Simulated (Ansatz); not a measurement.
An Ansatz (a program for electronic structure) run: Ga2O3 with a change (tensor shear ε_xz = +2.00 %); PBEsol/PAW in Ansatz, no SOC.

Input:

Ansatz 0.2 input:
```yaml
crystal:
  lattice:
    - [2.5898297296, 1.4434745058, 4.532930734]
    - [-2.4105126372, 1.4434745058, 4.4329238866]
    - [0.0896585462, -2.8869490115, 4.4829273103]
  atoms:
    - { symbol: Ga, position: [0.6442995292, 0.6442995292, 0.6442995292] }
    - { symbol: Ga, position: [0.1442995292, 0.1442995292, 0.1442995292] }
    - { symbol: Ga, position: [0.3557004708, 0.3557004708, 0.3557004708] }
    - { symbol: Ga, position: [0.8557004708, 0.8557004708, 0.8557004708] }
    - { symbol: O, position: [0.75, 0.4472128088, 0.0527871912] }
    - { symbol: O, position: [0.0527871912, 0.75, 0.4472128088] }
    - { symbol: O, position: [0.25, 0.5527871912, 0.9472128088] }
    - { symbol: O, position: [0.5527871912, 0.9472128088, 0.25] }
    - { symbol: O, position: [0.9472128088, 0.25, 0.5527871912] }
    - { symbol: O, position: [0.4472128088, 0.0527871912, 0.75] }
basis: { ecutwfc: 420, ecutrho_ratio: 4, xc_grid: 2, fft_grid_basis: typed }
kpoints: { mp_grid: { grid: [8, 8, 8] } }
hamiltonian:
  xc: pbesol
  dispersion: none
  pseudopotentials: { kind: paw }
scf: { occupations: { method: fermi_dirac, width: 0.05 }, convergence: { dr2_threshold: 0.000000001 } }
relax: { f_tol: 0.005, max_steps: 50 }
output: { forces: true, stress: true }
checkpoint: { write: state.ck, write_every: 1000 }
```

Output (explanatory and most iteration lines left out):

```
Relaxation: its limit of steps is 50 (relax.max_steps)
Pseudopotential: Ga, paw, valence charge 13
Pseudopotential: O, paw, valence charge 6
Crystal: 10 atoms, lattice volume = 97.033 Å³
Basis set: ecut = 420 eV, 1897 PW (Γ), exchange–correlation on 80×72×72 points (8 copies of the dense FFT grid, shifted against one another)
Bands: 54, of which v1, the nominal top of the filled ones, is band 44 counted from 1 (43 counted from 0)
Symmetry: 2 space group operations
Space group: P-1 (ITA 2), of the structure as read, at distance tolerance 4.6e-5 Å
k-points: 260 of 512
Functional: x = pbesol(κ = 0.804, μ = 0.12345679012345678), c = pbesol(β = 0.046)
SCF iter   1: F=—  HF=-18341.772365 eV  |F-HF|=—  |Δ(HF+E_count)|=         —  Δρ=1.73e-2  dr2=2.18e-1  ethr=1.77e-3  ⟨swp⟩=6.1  Hψ=51937  notcnv=0  defer=93
SCF iter   2: F=—  HF=-18341.707804 eV  |F-HF|=—  |Δ(HF+E_count)|=   6.46e-2  Δρ=2.30e-3  dr2=2.70e-3  ethr=2.48e-4  ⟨swp⟩=2.0  Hψ=21278  notcnv=0  defer=1141
SCF 1 converged in 10 iterations: F = -18341.707854 eV  dr2 = 8.52e-11
relax step   1: F+E_penalty+E_count = -18341.70785366 eV  Δ(F+E_penalty+E_count) = +0.000e0 eV  max|allowed force component| = 2.600e-1 eV/Å  Δτ_max = 0.0000 Å  (10 SCF iters, accepted)
Crystal: 10 atoms, lattice volume = 97.033 Å³
SCF iter   1: F=—  HF=-18341.713484 eV  |F-HF|=—  |Δ(HF+E_count)|=         —  Δρ=1.66e-3  dr2=8.16e-4  ethr=9.19e-7  ⟨swp⟩=1.5  Hψ=35546  notcnv=0  defer=1134
SCF iter   2: F=—  HF=-18341.713255 eV  |F-HF|=—  |Δ(HF+E_count)|=   2.29e-4  Δρ=8.13e-4  dr2=2.01e-4  ethr=9.19e-7  ⟨swp⟩=2.0  Hψ=22535  notcnv=0  defer=1134
SCF 2 converged in 8 iterations: F = -18341.713206 eV  dr2 = 3.33e-10
relax step   2: F+E_penalty+E_count = -18341.71320578 eV  Δ(F+E_penalty+E_count) = -5.352e-3 eV  max|allowed force component| = 1.639e-1 eV/Å  Δτ_max = 0.0059 Å  (8 SCF iters, accepted)
Crystal: 10 atoms, lattice volume = 97.033 Å³
SCF iter   1: F=—  HF=-18341.716499 eV  |F-HF|=—  |Δ(HF+E_count)|=         —  Δρ=2.10e-3  dr2=1.59e-3  ethr=8.79e-6  ⟨swp⟩=2.1  Hψ=31402  notcnv=0  defer=1135
SCF iter   2: F=—  HF=-18341.716012 eV  |F-HF|=—  |Δ(HF+E_count)|=   4.87e-4  Δρ=9.94e-4  dr2=3.50e-4  ethr=1.81e-6  ⟨swp⟩=2.0  Hψ=21728  notcnv=0  defer=1135
SCF 3 converged in 8 iterations: F = -18341.715938 eV  dr2 = 3.63e-10
relax step   3: F+E_penalty+E_count = -18341.71593806 eV  Δ(F+E_penalty+E_count) = -2.732e-3 eV  max|allowed force component| = 3.625e-2 eV/Å  Δτ_max = 0.0065 Å  (8 SCF iters, accepted)
Crystal: 10 atoms, lattice volume = 97.033 Å³
SCF iter   1: F=—  HF=-18341.716529 eV  |F-HF|=—  |Δ(HF+E_count)|=         —  Δρ=1.21e-3  dr2=5.83e-4  ethr=1.14e-5  ⟨swp⟩=2.1  Hψ=31011  notcnv=0  defer=1138
SCF iter   2: F=—  HF=-18341.716357 eV  |F-HF|=—  |Δ(HF+E_count)|=   1.71e-4  Δρ=5.80e-4  dr2=1.33e-4  ethr=6.63e-7  ⟨swp⟩=2.0  Hψ=22026  notcnv=0  defer=1138
SCF 4 converged in 7 iterations: F = -18341.716328 eV  dr2 = 5.43e-10
relax step   4: F+E_penalty+E_count = -18341.71632832 eV  Δ(F+E_penalty+E_count) = -3.903e-4 eV  max|allowed force component| = 1.076e-2 eV/Å  Δτ_max = 0.0048 Å  (7 SCF iters, accepted)
Crystal: 10 atoms, lattice volume = 97.033 Å³
SCF iter   1: F=—  HF=-18341.716355 eV  |F-HF|=—  |Δ(HF+E_count)|=         —  Δρ=1.47e-4  dr2=6.28e-6  ethr=3.15e-7  ⟨swp⟩=2.0  Hψ=22351  notcnv=0  defer=1138
SCF iter   2: F=—  HF=-18341.716352 eV  |F-HF|=—  |Δ(HF+E_count)|=   2.53e-6  Δρ=7.62e-5  dr2=1.96e-6  ethr=7.14e-9  ⟨swp⟩=1.0  Hψ=16380  notcnv=0  defer=1138
SCF 5 converged in 6 iterations: F = -18341.716352 eV  dr2 = 2.10e-10
relax step   5: F+E_penalty+E_count = -18341.71635203 eV  Δ(F+E_penalty+E_count) = -2.371e-5 eV  max|allowed force component| = 4.547e-4 eV/Å  Δτ_max = 0.0012 Å  (6 SCF iters, accepted)
SCF converged after 6 iterations
Free energy (F): -18341.716352 eV
Internal energy: -18341.716352 eV  (E = F + TS)
E sigma→0 (E₀):  -18341.716352 eV
Fermi energy:    10.443770 eV
--- Forces (eV/Å), atoms counted from 1 ---
  atom   1  Ga     0.00000056     0.00001696     0.00006270
  atom   2  Ga    -0.00001067    -0.00002978    -0.00001687
  atom   3  Ga    -0.00000056    -0.00001696    -0.00006270
  atom   4  Ga     0.00001067     0.00002978     0.00001687
  atom   5  O     -0.00002129     0.00045475     0.00007294
  atom   6  O     -0.00015401    -0.00010231     0.00000219
  atom   7  O      0.00002129    -0.00045475    -0.00007294
  atom   8  O     -0.00018788     0.00000131    -0.00018110
  atom   9  O      0.00015401     0.00010231    -0.00000219
  atom  10  O      0.00018788    -0.00000131     0.00018110
--- Stress (GPa, compression-positive) ---
        0.360863      -0.667129      -3.262298
       -0.667129       0.232587      -0.038419
       -3.262298      -0.038419       0.371089
  P = ⅓ Tr σ = 0.3215 GPa (3.215 kbar)
--- Relaxed structure (5 steps of the walk, 5 accepted, 0 SCFs on fresh bases) ---
  atoms:
    - { symbol: Ga, position: [0.6415470326551378, 0.6460678023113211, 0.6448717856415824] }
    - { symbol: Ga, position: [0.1419400004751089, 0.1469246300553706, 0.14366883973716596] }
    - { symbol: Ga, position: [0.35845296734486254, 0.3539321976886791, 0.3551282143584179] }
    - { symbol: Ga, position: [0.8580599995248913, 0.8530753699446296, 0.8563311602628344] }
    - { symbol: O, position: [0.7508882573395412, 0.4465499879947905, 0.05272242394652765] }
    - { symbol: O, position: [0.0525058626571433, 0.7506769173450447, 0.4471162327805924] }
    - { symbol: O, position: [0.249111742660459, 0.5534500120052096, 0.9472775760534726] }
    - { symbol: O, position: [0.5525570694211335, 0.9463558677334771, 0.251546455065188] }
    - { symbol: O, position: [0.9474941373428569, 0.24932308265495534, 0.5528837672194078] }
    - { symbol: O, position: [0.4474429305788664, 0.05364413226652309, 0.7484535449348122] }
```

The cells carry an imposed strain or load. Whether these cells are dynamically stable was not tested. The cell was made from Ga2O3 in the corundum structure (space group R-3c, No. 167) by this change: tensor shear ε_xz = +2.00 %.
